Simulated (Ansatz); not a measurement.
## Lattice thermal conductivity of KI (rock salt, Fm-3m)

Method: the linearised phonon Boltzmann equation (three-phonon plus isotope scattering); Ansatz (a program for electronic structure), PBE functional, plane-wave PAW; third-order constants from a 54-atom supercell out to 7.6 Å, harmonic mesh 3×3×3, k mesh 6×6×6, scattering mesh 13×13×13. Spin-orbit coupling is not included. Unless called populations, κ holds the coherence term between modes besides the Boltzmann populations.

```
T (K)  κ (W/m/K)  κ, relaxation time  coherences (mean)
-----  ---------  ------------------  -----------------
100          4.3                 4.1              0.022
150          2.8                 2.7              0.030
200          2.1                 2.0              0.035
250          1.7                 1.6              0.040
300          1.4                 1.3              0.044
400          1.1                 1.0              0.049
500         0.87                0.83              0.053
600         0.74                0.70              0.056
```

The highest phonon frequency is 3.8 THz and the exponent n of κ ∝ T⁻ⁿ above 300 K is 0.94.

Computed at 300 K against measurement: lattice thermal conductivity 1.41 computed, 2.60 measured W/(m K) (-46 %; Cormac Toher, Corey Oses, Jose J. Plata et al., Physical Review Materials (2017), arXiv:1611.05714).  

Four-phonon, boundary and defect scattering are left out; adding them would lower the computed value.

Whether this phase is the stable one at each condition was not tested.
